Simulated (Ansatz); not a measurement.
The reference is BAs in the zinc blende structure (space group F-43m, No. 216).

```xyz
2
Lattice="0.0000 2.3661 2.3661 2.3661 0.0000 2.3661 2.3661 2.3661 0.0000" Properties=species:S:1:pos:R:3 pbc="T T T"
B      0.0000     0.0000     0.0000
As     1.1830     1.1830     1.1830
```

Cartesian axes are those of the cell as printed.

All numbers come from Ansatz (a quantum-chemistry and plane-wave program) LDA, no spin-orbit coupling.

Strains are applied to the cell and any free atomic positions relax; under biaxial strain the out-of-plane vector relaxes too.

One change was made to it. Results:

```tsv
quantity	base	after
pressure (mean of the normal stresses, compression positive)	0.00 GPa	7.20 GPa
band gap	1.11 eV	0.90 eV
valence-band top at Γ (three highest levels, from the VBM)	0.00, 0.00, 0.00 eV	0.00, 0.00, -0.34 eV
volume per atom	13.25 Å³	12.67 Å³
```

Q: Which of these changes matches the shifts?
(A) biaxial strain +0.42 %, plane normal [111], relaxed out of plane
(B) biaxial strain −0.83 %, plane normal [111], relaxed out of plane
(C) biaxial strain −1.67 %, plane normal [111], relaxed out of plane
(D) biaxial strain −2.50 %, plane normal [111], relaxed out of plane
(E) biaxial strain +1.67 %, plane normal [111], relaxed out of plane

A: D, biaxial strain −2.50 %, plane normal [111], relaxed out of plane. For comparison, the band gap in the other runs: biaxial strain −1.67 %, plane normal [111], relaxed out of plane gives 0.99 eV; biaxial strain −0.83 %, plane normal [111], relaxed out of plane gives 1.06 eV; biaxial strain +0.42 %, plane normal [111], relaxed out of plane gives 1.08 eV; biaxial strain +1.67 %, plane normal [111], relaxed out of plane gives 1.02 eV.

No phonon test of stability was made.
